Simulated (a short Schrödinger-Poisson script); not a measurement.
**Gated In0.52Al0.48As/In0.53Ga0.47As modulation-doped gas in a quantum well**

Structure: gated In0.52Al0.48As/In0.53Ga0.47As modulation-doped gas in a quantum well, at 20 K.

```
layer        material  thickness (nm)  Nd (cm⁻³)  Na (cm⁻³)
-----  --------------  --------------  ---------  ---------
1      In0.52Al0.48As              15          -          -
2      In0.52Al0.48As              30       7e17          -
3      In0.52Al0.48As               2          -          -
4      In0.53Ga0.47As              20          -          -
5      In0.52Al0.48As            4000          -       3e14
```

The device is made up for the run: typed textbook-type constants, with dimensions and the other settings drawn at random. In0.52Al0.48As: permittivity 12.5, conduction-band edge (eV) 0.52, gap (eV) 1.45, electron mass (mₑ) 0.075, Nv at 300 K (cm⁻³) 1.1e19. In0.53Ga0.47As: permittivity 13.9, conduction-band edge (eV) 0, gap (eV) 0.74, Nv at 300 K (cm⁻³) 7.7e18.

Channel valleys (confinement mass, in-plane density-of-states mass, number): Γ 0.041, 0.041, 1. At the gate the conduction-band edge of layer 1 lies 0.65 eV − eVg above the Fermi level of the channel; the field vanishes at the back. Donor level 0.006 eV below the band edge. The barrier under the gate holds no holes. Gaps are held at their typed values at every temperature. Mesh 0.08 nm at interfaces.

From a short Schrödinger-Poisson script (our own, NumPy): 1D Poisson equation in equilibrium, electrons quantum, Hartree (BenDaniel-Duke, 40 states a valley, the channel's in-plane mass for all, wave functions free to enter the barrier), parabolic valleys, classical holes, donors ionised by Fermi statistics, acceptors fully, no traps, pinning or gate leakage.

| Vg (V) | electrons (cm⁻²) | in the channel layer | C (μF/cm²) | Γ E0 (meV) | Γ E1 (meV) |
|---|---|---|---|---|---|
| 0.4 | 1.41e12 | 1.39e12 | 0.211 | -70.8 | -11.7 |
| 0.3 | 1.28e12 | 1.26e12 | 0.210 | -65.9 | -8.9 |
| 0.2 | 1.15e12 | 1.13e12 | 0.210 | -61.1 | -6.0 |
| 0.1 | 1.02e12 | 1.01e12 | 0.209 | -56.3 | -2.9 |
| 0 | 8.90e11 | 8.79e11 | 0.207 | -51.1 | 0.9 |
| -0.1 | 7.62e11 | 7.54e11 | 0.203 | -44.5 | 6.7 |
| -0.2 | 6.36e11 | 6.31e11 | 0.202 | -37.1 | 13.5 |
| -0.3 | 5.11e11 | 5.07e11 | 0.200 | -29.8 | 20.3 |
| -0.4 | 3.86e11 | 3.84e11 | 0.199 | -22.6 | 27.1 |
| -0.5 | 2.63e11 | 2.61e11 | 0.198 | -15.3 | 34.1 |
| -0.6 | 1.40e11 | 1.39e11 | 0.196 | -8.2 | 41.3 |
| -0.7 | 2.03e10 | 2.02e10 | 0.181 | 0.0 | 49.8 |

Gate voltages with under 1e6 electrons/cm² are left out.

Subbands count from the Fermi level.
